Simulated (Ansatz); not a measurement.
F on the 1x1 (101) surface of anatase TiO2 (cut with top plane O), one in a 2x1 cell, started at the site 'over Ti at depth 1.4 Å'

Host crystal: anatase TiO2, with a band gap (PBE, scalar-relativistic without spin-orbit coupling).

Computed with r2SCAN, at the PBE geometry and the start's symmetry (plane waves to 500 eV, PAW; Ansatz, a quantum-chemistry and plane-wave program).

Slab: 37 atoms, 9.4 Å thick at the start under the adsorbate (thin: gaps and levels are the slab's own); k 3x4x1, smearing 0.01 eV, dipole-corrected; single point; no symmetry held, on the structure that PBE left; spin-polarised, ending with about 1.0 μB a cell, a value that depends on the mesh; orders that need a larger cell were not tried, no spin-orbit, no U, no dispersion correction. The slab shows no gap over 0.04 eV on its mesh. The program's check for a lower electronic state was not made. It is one chosen start, not shown to be the lowest state of the adsorbate.

```
Quantity                                                                                                                                          Value
--------------------------------------------------------------------------------------  ---------------------------------------------------------------
adsorption energy against ½ F2(g) at the same level                                                                                      -17.7 kcal/mol
change of the step from the bottom to the top vacuum level, against the clean slab                                                              1.19 eV
height of the binding atom over the mean of the host atoms within 0.3 Å of the top one                                                         119.9 pm
nearest host atoms of the binding atom                                                                           Ti at 1.77 Å, O at 2.73 Å, O at 2.73 Å
note                                                                                    in the relaxation the adsorbate left its starting site by 2.5 Å
```

A negative adsorption energy means that the adsorbate is more stable on the surface than in its reference.
